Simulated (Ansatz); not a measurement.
The parent structure is MgAl2H8 (space group P-3m1, No. 164; a = 5.186 Å, c = 5.787 Å; a cell from a computed database, its experimental status unchecked; layered).

Computed with Kohn–Sham DFT with the PBEsol functional, run in Ansatz (a program for electronic structure) with PAW and 420 eV plane waves, scalar-relativistic without spin-orbit coupling.

Before the change:

```
Item         Value
--------  --------
Pressure  0.00 GPa
```

Perturbation: an isotropic linear strain of +0.68 %, atoms relaxed at fixed cell.

**Question.** What happens to the pressure, energy relative to the base and largest internal atomic displacement?

**Answer.** The pressure (mean of the normal stresses, compression positive) goes from zero to -0.37 GPa; the energy is nearly the same; the largest internal atomic displacement comes out as 0.028 Å.

No phonon test of stability was made. No dispersion term is included in the PBEsol runs.
